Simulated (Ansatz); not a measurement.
We consider rock-salt TaC, described by PBEsol (PAW; Ansatz, an electronic-structure program).

A relaxed, unreconstructed slab of the (100) face has 12 atoms, two equal faces of 9.856 Å² each and an energy of -60325.1038 eV. A bulk cell of 4 atoms with the same orientation and in-plane k mesh has -20109.0950 eV. Energies are extrapolated to zero smearing.

Run with plane-wave cutoff 500 eV, 14×14×1 k mesh (along the axes of the cell as run), Fermi–Dirac smearing 0.05 eV, scalar-relativistic PAW data made under PBE.

Worked out: γ = (E_slab − N E_bulk per atom)/2A = [-60325.1038 − 12 × (-20109.0950/4)]/(2 × 9.856) = 0.1107 eV/Å². With 16.022 J/m² per eV/Å² this is 1.77 J/m², or 1.09 eV per surface cell and face.
